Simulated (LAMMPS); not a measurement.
MD of Al (fcc) at zero pressure, 4000 atoms, as a liquid; each row is its own run.

All values are model results, not measurements: classical MD, pair style eam/fs, file Al_mm.eam.fs, run in LAMMPS.

```csv
T (K),D(Al) (cm²/s)
840,4.05e-5
1030,7.03e-5
1170,9.41e-5
1310,0.000128
```

Problem. Fit an Arrhenius law, ln y = a + b / x, to these rows (x is the first column, y the second) and predict the run at x = 930.

Solution. Least squares gives a = -6.9740 and b = -2650. The slope times kB gives an activation energy of 0.23 eV. At x = 930 the fit predicts 5.42e-5 cm²/s. The run itself gave (5.48 ± 0.04) × 10^-5 cm²/s, so the fit is 1.1 % low.

Caution (row 840): this liquid lies under the melting point of about 930 K that EAM-type Al_mm.eam.fs gives, so it is undercooled.

Errors of D are the spread over four groups of atoms in one short run; a floor of about 5 %, a picked value, is safer.
